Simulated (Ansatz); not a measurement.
The parent structure is SiC (space group P6_3mc, No. 186; a = 3.0781 Å, c = 10.0760 Å). Axes: x lies along a and z along c of the hexagonal cell.

Level of theory: plane-wave PAW DFT at the PBEsol level (Ansatz, a program for electronic structure, 420 eV), no spin-orbit coupling.

Before the change:

The valence-band top at Γ is 0.00, 0.00, -0.05 eV. The pressure is -0.01 GPa and the shortest interatomic distance is 1.883 Å.

The change: biaxial strain +2.25 %, plane normal [001], relaxed out of plane (Cartesian); in-plane vectors clamped, the third vector and the atoms free.

**Question.** Estimate the effect on the hole mass, valence-band top at Γ, pressure, shortest interatomic distance and ratio −ε⊥/ε∥.

**Answer.** The hole mass comes out as 0.22 mₑ out of plane, 1.6 mₑ in plane (at Γ); the valence-band top at Γ (three highest levels, from the VBM) becomes 0.00, -0.18, -0.18 eV (base: 0.00, 0.00, -0.05 eV); the pressure (mean of the normal stresses, compression positive) shrinks by 8.16 GPa, from -0.01 GPa to -8.17 GPa; the shortest interatomic distance rises by 0.010 Å (1.883 Å → 1.893 Å); the ratio −ε⊥/ε∥ is 0.20.

The levels and masses belong to the bands next to the band gap. Effective masses come from finite differences of ±0.01 Å⁻¹. Stability against distortions was not tested.
